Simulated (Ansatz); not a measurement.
Levels about the gap of amorphous Al$_{28}$O$_{44}$Ti (73 atoms in a cell of 811 Å³, 3.09 g/cm³; zone centre alone, so wide bands show as single levels with stretches between that a denser mesh fills), at the geometry that PBE relaxed, where it gives 0.0 GPa on a denser mesh. Exact exchange is cut at the faces of this small cell, which leaves a finite-size error. The participation number counts the atoms over which a state spreads; weights are charges in smoothed Voronoi cells. The levels come from a single point, so bond lengths are those of that geometry. Method of the levels: HSE06, scalar-relativistic without spin-orbit coupling (Ansatz, a program for electronic structure). Sampling: the zone centre alone; Fermi-Dirac width 0.02 eV; no spin polarisation. At PBE the levels at both edges of the gap are localised (band-tail or defect states), and the nearest spread-out levels lie 3.9 eV apart at the zone centre.

It comes from a melt-quench run on a machine-learned potential (CHGNet), relaxed afterwards by DFT. O atoms were pushed apart under 1.9 Å during the dynamics, to hinder bonds among them. The hot cell started wider than the set density and was brought back towards it in steps. It is the lowest in DFT energy of 2 quenches. It is a model cell: composition and starting density were chosen by hand, and all elements were melted together. No dispersion term was used. Its density started from a set value of 3.12 and ended at 3.09 g/cm³. The simulated quench (nominally 280 K/ps over its main leg) is rapid and tends to freeze in more defects than a deposited or slowly cooled glass has. A cell of this size samples the disorder only roughly. Volume and shape were free in the relaxation.

```json
[
 {"E - E(highest filled), eV": "-0.44", "filling": "filled", "participation number": "11.1", "largest on": "O, 3 neighbours", "weight O": "0.95", "weight Ti": "0.00", "weight Al": "0.05"},
 {"E - E(highest filled), eV": "-0.42", "filling": "filled", "participation number": "9.8", "largest on": "O, 2 neighbours", "weight O": "0.95", "weight Ti": "0.00", "weight Al": "0.05"},
 {"E - E(highest filled), eV": "-0.32", "filling": "filled", "participation number": "15.0", "largest on": "O, 3 neighbours", "weight O": "0.95", "weight Ti": "0.00", "weight Al": "0.05"},
 {"E - E(highest filled), eV": "-0.23", "filling": "filled", "participation number": "10.5", "largest on": "O, 3 neighbours", "weight O": "0.94", "weight Ti": "0.01", "weight Al": "0.05"},
 {"E - E(highest filled), eV": "-0.19", "filling": "filled", "participation number": "10.5", "largest on": "O, 3 neighbours", "weight O": "0.95", "weight Ti": "0.00", "weight Al": "0.04"},
 {"E - E(highest filled), eV": "-0.13", "filling": "filled", "participation number": "4.1", "largest on": "O, 3 neighbours", "weight O": "0.95", "weight Ti": "0.00", "weight Al": "0.05"},
 {"E - E(highest filled), eV": "0.00", "filling": "filled", "participation number": "10.6", "largest on": "O, 3 neighbours", "weight O": "0.96", "weight Ti": "0.00", "weight Al": "0.04"},
 {"E - E(highest filled), eV": "4.29", "filling": "empty", "participation number": "1.9", "largest on": "Ti, 6 neighbours", "weight O": "0.22", "weight Ti": "0.72", "weight Al": "0.06"},
 {"E - E(highest filled), eV": "4.58", "filling": "empty", "participation number": "1.8", "largest on": "Ti, 6 neighbours", "weight O": "0.23", "weight Ti": "0.74", "weight Al": "0.04"},
 {"E - E(highest filled), eV": "4.81", "filling": "empty", "participation number": "2.0", "largest on": "Ti, 6 neighbours", "weight O": "0.26", "weight Ti": "0.69", "weight Al": "0.05"},
 {"E - E(highest filled), eV": "5.06", "filling": "empty", "participation number": "51.1", "largest on": "Ti, 6 neighbours", "weight O": "0.56", "weight Ti": "0.06", "weight Al": "0.38"},
 {"E - E(highest filled), eV": "6.01", "filling": "empty", "participation number": "2.4", "largest on": "Ti, 6 neighbours", "weight O": "0.30", "weight Ti": "0.64", "weight Al": "0.06"},
 {"E - E(highest filled), eV": "6.62", "filling": "empty", "participation number": "2.9", "largest on": "Ti, 6 neighbours", "weight O": "0.32", "weight Ti": "0.58", "weight Al": "0.10"},
 {"E - E(highest filled), eV": "7.04", "filling": "empty", "participation number": "19.5", "largest on": "Al, 4 neighbours", "weight O": "0.56", "weight Ti": "0.03", "weight Al": "0.41"}
]
```

Most localised among these is the empty level at +4.58 eV, on a Ti atom, which has 6 neighbours (O 1.88 Å, O 1.94 Å, O 1.97 Å, O 1.97 Å, O 1.98 Å, O 2.24 Å).
